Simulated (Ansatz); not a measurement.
Bi4Ge3O12 (I-43d, No. 220), treated with r²SCAN in Ansatz (plane waves, PAW).

The input as run:

Ansatz 0.2 input:
```yaml
crystal:
  lattice:
    - [-5.2714107669, 5.2714107669, 5.2714107669]
    - [5.2714107669, -5.2714107669, 5.2714107669]
    - [5.2714107669, 5.2714107669, -5.2714107669]
  atoms:
    - { symbol: Ge, position: [0.25, 0.625, 0.375] }
    - { symbol: Ge, position: [0.375, 0.25, 0.625] }
    - { symbol: Ge, position: [0.75, 0.875, 0.125] }
    - { symbol: Ge, position: [0.125, 0.75, 0.875] }
    - { symbol: Ge, position: [0.625, 0.375, 0.25] }
    - { symbol: Ge, position: [0.875, 0.125, 0.75] }
    - { symbol: Bi, position: [0.1729421453, 0.1729421453, 0.1729421453] }
    - { symbol: Bi, position: [0.8270578547, 0.5, 0.0] }
    - { symbol: Bi, position: [0.5, 0.0, 0.3270578547] }
    - { symbol: Bi, position: [0.0, 0.8270578547, 0.5] }
    - { symbol: Bi, position: [0.3270578547, 0.5, 0.0] }
    - { symbol: Bi, position: [0.5, 0.0, 0.8270578547] }
    - { symbol: Bi, position: [0.0, 0.3270578547, 0.5] }
    - { symbol: Bi, position: [0.6729421453, 0.6729421453, 0.6729421453] }
    - { symbol: O, position: [0.4145639102, 0.3579232246, 0.1959090874] }
    - { symbol: O, position: [0.6420767754, 0.3379858628, 0.0566406856] }
    - { symbol: O, position: [0.6620141372, 0.2186548229, 0.3040909126] }
    - { symbol: O, position: [0.7813451771, 0.5854360898, 0.4433593144] }
    - { symbol: O, position: [0.0854360898, 0.2813451771, 0.9433593144] }
    - { symbol: O, position: [0.7186548229, 0.1620141372, 0.8040909126] }
    - { symbol: O, position: [0.8379858628, 0.1420767754, 0.5566406856] }
    - { symbol: O, position: [0.8579232246, 0.9145639102, 0.6959090874] }
    - { symbol: O, position: [0.1959090874, 0.4145639102, 0.3579232246] }
    - { symbol: O, position: [0.5854360898, 0.4433593144, 0.7813451771] }
    - { symbol: O, position: [0.5566406856, 0.8379858628, 0.1420767754] }
    - { symbol: O, position: [0.1620141372, 0.8040909126, 0.7186548229] }
    - { symbol: O, position: [0.3040909126, 0.6620141372, 0.2186548229] }
    - { symbol: O, position: [0.3379858628, 0.0566406856, 0.6420767754] }
    - { symbol: O, position: [0.9433593144, 0.0854360898, 0.2813451771] }
    - { symbol: O, position: [0.9145639102, 0.6959090874, 0.8579232246] }
    - { symbol: O, position: [0.3579232246, 0.1959090874, 0.4145639102] }
    - { symbol: O, position: [0.1420767754, 0.5566406856, 0.8379858628] }
    - { symbol: O, position: [0.4433593144, 0.7813451771, 0.5854360898] }
    - { symbol: O, position: [0.2186548229, 0.3040909126, 0.6620141372] }
    - { symbol: O, position: [0.6959090874, 0.8579232246, 0.9145639102] }
    - { symbol: O, position: [0.2813451771, 0.9433593144, 0.0854360898] }
    - { symbol: O, position: [0.0566406856, 0.6420767754, 0.3379858628] }
    - { symbol: O, position: [0.8040909126, 0.7186548229, 0.1620141372] }
basis:
  ecutwfc: 560
  ecutrho_ratio: 4
  xc_grid: 3
kpoints:
  mp_grid: { grid: [6, 6, 6] }
  band_path:
    path:
      - [0.0, 0.0, 0.0]
      - [0.1, -0.1, 0.1]
      - [0.2, -0.2, 0.2]
      - [0.3, -0.3, 0.3]
      - [0.4, -0.4, 0.4]
      - [0.5, -0.5, 0.5]
      - [0.333333, -0.333333, 0.5]
      - [0.166667, -0.166667, 0.5]
      - [0.0, 0.0, 0.5]
      - [0.0, 0.0, 0.333333]
      - [0.0, 0.0, 0.166667]
      - [0.0625, 0.0625, 0.0625]
      - [0.125, 0.125, 0.125]
      - [0.1875, 0.1875, 0.1875]
      - [0.25, 0.25, 0.25]
      - [0.3125, 0.0625, 0.3125]
      - [0.375, -0.125, 0.375]
      - [0.4375, -0.3125, 0.4375]
      - [0.125, 0.125, 0.375]
    npoints: 1
hamiltonian:
  xc: r2scan
  dispersion: none
  pseudopotentials: { kind: paw }
scf:
  occupations: { method: fermi_dirac, width: 0.01 }
  convergence: { dr2_threshold: 0.0000000038 }
output:
  forces: true
  stress: true
  eigenvalues: true
  write_bands: true
```

Output (set-up and result lines):

```
Crystal: 38 atoms, lattice volume = 585.923 Å³
Basis set: ecut = 560 eV, 17549 PW (Γ), exchange–correlation on 216×216×216 points (27 copies of the dense FFT grid, shifted against one another)
Bands: 212, of which v1, the nominal top of the filled ones, is band 174 counted from 1 (173 counted from 0)
Symmetry: 24 space group operations
Space group: I-43d (ITA 220), of the structure as read, at distance tolerance 8.4e-5 Å
k-points: 16 of 216 (time reversal used)
Functional: x = r2scan, c = r2scan; τ floored in thin density (d = 2e-4 eV/Å³)
SCF iter   1: F=—  HF=-138749.861385 eV  |F-HF|=—  |Δ(HF+E_count)|=         —  Δρ=8.50e-3  dr2=3.20e-1  dr2_τ=1.65e0
SCF iter   2: F=—  HF=-138750.407917 eV  |F-HF|=—  |Δ(HF+E_count)|=   5.47e-1  Δρ=4.77e-3  dr2=6.94e-2  dr2_τ=7.10e-3
  ...
SCF iter   8: F=—  HF=-138750.412153 eV  |F-HF|=—  |Δ(HF+E_count)|=   2.09e-7  Δρ=1.16e-6  dr2=1.35e-8  dr2_τ=4.58e-10
SCF iter   9: F=-138750.412153 eV  HF=-138750.412153 eV  |F-HF|=2.33e-10  |Δ(HF+E_count)|=   1.14e-8  Δρ=2.55e-7  dr2=6.07e-10  dr2_τ=2.01e-11
SCF 1 converged in 9 iterations: F = -138750.412153 eV  dr2 = 6.07e-10
SCF converged after 9 iterations
Free energy (F): -138750.412153 eV
  ...
  atom  14  Bi     0.00178211     0.00178211     0.00178211
  atom  15  O     -0.00049215    -0.00132510     0.00006124
  atom  16  O     -0.00132510     0.00049215    -0.00006124
  atom  17  O      0.00049215     0.00132510     0.00006124
  atom  18  O      0.00132510    -0.00049215    -0.00006124
  atom  19  O     -0.00049215     0.00132510    -0.00006124
  atom  20  O      0.00132510     0.00049215     0.00006124
  atom  21  O      0.00049215    -0.00132510    -0.00006124
  atom  22  O     -0.00132510    -0.00049215     0.00006124
  atom  23  O      0.00006124    -0.00049215    -0.00132510
  atom  24  O     -0.00049215    -0.00006124     0.00132510
  atom  25  O     -0.00006124     0.00049215    -0.00132510
  atom  26  O      0.00049215     0.00006124     0.00132510
  atom  27  O      0.00006124     0.00049215     0.00132510
  atom  28  O      0.00049215    -0.00006124    -0.00132510
  atom  29  O     -0.00006124    -0.00049215     0.00132510
  atom  30  O     -0.00049215     0.00006124    -0.00132510
  atom  31  O     -0.00132510     0.00006124    -0.00049215
  atom  32  O     -0.00132510    -0.00006124     0.00049215
  atom  33  O     -0.00006124     0.00132510    -0.00049215
  atom  34  O      0.00132510     0.00006124     0.00049215
  atom  35  O      0.00006124    -0.00132510    -0.00049215
  atom  36  O      0.00132510    -0.00006124    -0.00049215
  atom  37  O     -0.00006124    -0.00132510     0.00049215
  atom  38  O      0.00006124     0.00132510     0.00049215
--- Stress (GPa, compression-positive) ---
       -0.006627      -0.000000      -0.000000
        0.000000      -0.006627       0.000000
       -0.000000      -0.000000      -0.006627
  P = ⅓ Tr σ = -0.0066 GPa (-0.066 kbar)
```

The PAW data were made under PBE.

Ansatz is a quantum-chemistry and plane-wave program.
